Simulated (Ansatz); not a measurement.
A structure of Ta 10H (hcccccchhh) (a stacking that need not occur in nature) off equilibrium:

```
CELL_PARAMETERS angstrom
      2.98603     0.00000     0.00000
     -1.49301     2.58598     0.00000
      0.00000     0.00000    24.38081
ATOMIC_POSITIONS crystal
  Ta 0.00000 0.00000 0.00000
  Ta 0.66667 0.33333 0.10000
  Ta 0.33333 0.66667 0.20000
  Ta 0.00000 0.00000 0.30000
  Ta 0.66667 0.33333 0.40000
  Ta 0.33333 0.66667 0.50000
  Ta 0.00000 0.00000 0.60000
  Ta 0.66667 0.33333 0.70000
  Ta 0.00000 0.00000 0.80000
  Ta 0.66667 0.33333 0.90000
```

These are PBE (plane waves to 420 eV, PAW; Ansatz, a program for electronic structure) values and carry that method's errors. Spin–orbit coupling is left out; the runs are not spin-polarised. Its k-point mesh 21×21×2, Fermi–Dirac width 0.05 eV.

Task: What forces act on the atoms (eV/Å, in the order given), and what is the pressure?

Result: 
```
atom     Fx     Fy      Fz
----  -----  -----  ------
Ta1   0.000  0.000   0.135
Ta2   0.000  0.000   0.115
Ta3   0.000  0.000   0.010
Ta4   0.000  0.000   0.037
Ta5   0.000  0.000  -0.037
Ta6   0.000  0.000  -0.010
Ta7   0.000  0.000  -0.115
Ta8   0.000  0.000  -0.135
Ta9   0.000  0.000  -0.080
Ta10  0.000  0.000   0.080
```

Pressure: -0.25 GPa.
